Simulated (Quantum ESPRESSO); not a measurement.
Checking a run of Quantum ESPRESSO on Sr2Bi3 (Pnna, 20 atoms in the cell). The aim is a self-consistent single point with DFT, PBEsol, plane waves, PseudoDojo standard norm-conserving (PBESOL) pseudopotentials.

The input file:

```fortran
&control
 calculation = 'scf'
 prefix = 'sr2bi3'
 outdir = './out'
 pseudo_dir = './'
 tprnfor = .true.
 tstress = .true.
/
&system
 ibrav = 8
 celldm(1) = 29.3172299947
 celldm(2) = 0.438085704470
 celldm(3) = 0.424801453654
 nat = 20
 ntyp = 2
 ecutwfc = 10.5
 occupations = 'smearing'
 smearing = 'cold'
 degauss = 0.0099958
/
&electrons
 conv_thr = 1.0d-10
/
ATOMIC_SPECIES
Sr    87.6200  Sr.upf
Bi   208.9804  Bi.upf
ATOMIC_POSITIONS crystal
Sr    0.2500000000    0.0000000000    0.9410300000
Sr    0.7500000000    0.0000000000    0.0589700000
Sr    0.2500000000    0.5000000000    0.5589700000
Sr    0.7500000000    0.5000000000    0.4410300000
Sr    0.9999000000    0.7500000000    0.7500000000
Sr    0.0001000000    0.2500000000    0.2500000000
Sr    0.5001000000    0.2500000000    0.7500000000
Sr    0.4999000000    0.7500000000    0.2500000000
Bi    0.4275100000    0.7500000000    0.7500000000
Bi    0.5724900000    0.2500000000    0.2500000000
Bi    0.0724900000    0.2500000000    0.7500000000
Bi    0.9275100000    0.7500000000    0.2500000000
Bi    0.1548700000    0.9367900000    0.4219300000
Bi    0.8451300000    0.0632100000    0.5780700000
Bi    0.3451300000    0.0632100000    0.4219300000
Bi    0.6548700000    0.9367900000    0.5780700000
Bi    0.1548700000    0.5632100000    0.0780700000
Bi    0.8451300000    0.4367900000    0.9219300000
Bi    0.3451300000    0.4367900000    0.0780700000
Bi    0.6548700000    0.5632100000    0.9219300000
K_POINTS automatic
1 3 3  0 0 0
```

Output, abridged:

```
     G-vector sticks info
     --------------------
     sticks:   dense  smooth     PW     G-vecs:    dense   smooth      PW
     Sum        1259    1259    363                21571    21571    3307

     bravais-lattice index     =            8
     lattice parameter (alat)  =      29.3172  a.u.
   [... lines left out ...]
        15        Bi     tau(  15) = (   0.3451300   0.0276914   0.1792365  )
        16        Bi     tau(  16) = (   0.6548700   0.4103943   0.2455650  )
        17        Bi     tau(  17) = (   0.1548700   0.2467342   0.0331642  )
        18        Bi     tau(  18) = (   0.8451300   0.1913515   0.3916372  )
        19        Bi     tau(  19) = (   0.3451300   0.1913515   0.0331642  )
        20        Bi     tau(  20) = (   0.6548700   0.2467342   0.3916372  )

     number of k points=     4  Marzari-Vanderbilt smearing, width (Ry)=  0.0100
                       cart. coord. in units 2pi/alat
        k(    1) = (   0.0000000   0.0000000   0.0000000), wk =   0.2222222
        k(    2) = (   0.0000000   0.0000000   0.7846803), wk =   0.4444444
        k(    3) = (   0.0000000   0.7608861   0.0000000), wk =   0.4444444
        k(    4) = (   0.0000000   0.7608861   0.7846803), wk =   0.8888889

     Dense  grid:    21571 G-vectors     FFT dimensions: (  64,  30,  30)

     Initial potential from superposition of free atoms

     starting charge     259.9287, renormalised to     260.0000

     negative rho (up, down):  1.853E-01 0.000E+00
     Self-consistent Calculation

     iteration #  1     ecut=    10.50 Ry     beta= 0.70

     negative rho (up, down):  4.343E-02 0.000E+00

     total energy              =   -2215.51710050 Ry
     estimated scf accuracy    <     142.63086479 Ry

     iteration #  2     ecut=    10.50 Ry     beta= 0.70

     negative rho (up, down):  7.465E-03 0.000E+00

     total energy              =   -2243.66318552 Ry
     estimated scf accuracy    <      22.95635148 Ry

     iteration #  3     ecut=    10.50 Ry     beta= 0.70

     total energy              =   -2244.50929269 Ry
     estimated scf accuracy    <       6.80371853 Ry

   [... 11 blocks of this kind left out ...]

     iteration # 15     ecut=    10.50 Ry     beta= 0.70

     total energy              =   -2247.27507976 Ry
     estimated scf accuracy    <          1.6E-10 Ry

     iteration # 16     ecut=    10.50 Ry     beta= 0.70
     End of self-consistent calculation

   [... 17 lines left out ...]

   [... 17 lines left out ...]

     the Fermi energy is     8.9357 ev

!    total energy              =   -2247.27507976 Ry
     estimated scf accuracy    <          1.4E-11 Ry
     smearing contrib. (-TS)   =      -0.00296876 Ry
     internal energy E=F+TS    =   -2247.27211100 Ry

     convergence has been achieved in  16 iterations

     Forces acting on atoms (cartesian axes, Ry/au):

     atom    1 type  1   force =     0.00000000    0.00000000    0.00723380
     atom    2 type  1   force =     0.00000000    0.00000000   -0.00723380
     atom    3 type  1   force =     0.00000000    0.00000000   -0.00723380
     atom    4 type  1   force =     0.00000000    0.00000000    0.00723380
   [... lines left out ...]

     Total force =     0.203739     Total SCF correction =     0.000023

          total   stress  (Ry/bohr**3)                   (kbar)     P=    -6587.35
  -0.04478684   0.00000000   0.00000000        -6588.37        0.00        0.00
   0.00000000  -0.04479981   0.00000000            0.00    -6590.28        0.00
   0.00000000   0.00000000  -0.04475307            0.00        0.00    -6583.40

   JOB DONE.
```

Q: Is this run sound? If not, what is wrong?

A: The run is not sound. The fault is a basis or grid far too coarse for these potentials. The error of an incomplete plane-wave basis or grid does not cancel at such settings. To fix it, restore the cutoff that the potentials need and check convergence. The run converged in 16 iterations without an error; against the sound input the free energy goes up by 178 eV/atom, the pressure goes from -0.40 to -658.7 GPa and the largest force goes from 0.211 to 1.652 eV/Å.

An input that runs soundly differs in these lines (not the only fix; some lines may just follow from the change or write a value another way):
```diff
- ecutwfc = 10.5
+ ecutwfc = 70
```

With that input, the run converged in 11 iterations: free energy E − TS -34131.7206 eV; Fermi level (on the code's own zero) 9.37 eV; pressure -0.40 GPa; largest force (vector length) 0.211 eV/Å (DFT, PBEsol, plane waves, PseudoDojo standard norm-conserving (PBESOL) pseudopotentials).

On the sound input: the starting cell comes from a database of computed structures (which also holds hypothetical and non-ambient phases and stackings), without a prior relaxation at this level. Its lattice was rescaled by a random factor within 2.5 % of one. Without a gap this mesh is coarse (it stands for a supercell whose shortest vector is 16 Å).
